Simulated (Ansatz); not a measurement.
A stack in vacuum: 5 layers of bismuthene, started at parallel, shifted by (1/3,2/3) (facing Bi atop Bi, which symmetry holds and which is mostly a maximum against sliding; bismuthene a predicted or substrate-bound sheet, here free).

Level of theory: PBE+D3(BJ) (plane waves to 420 eV, PAW; Ansatz, a program for electronic structure). Spin–orbit coupling is left out; with elements this heavy it can move edges by tenths of an eV. Its k-point mesh 9×9×1, Fermi–Dirac width 0.01 eV. A dipole correction is on.

Task: Predict its spacing and gap.

Result: 
| Property | Result |
|---|---|
| gap between facing atomic planes | 3.58, 3.46, 3.46, 3.58 Å |
| step of the vacuum level across the stack (top less bottom) | 0.00 eV |
| PBE gap over the mesh and listed points off it | closed |
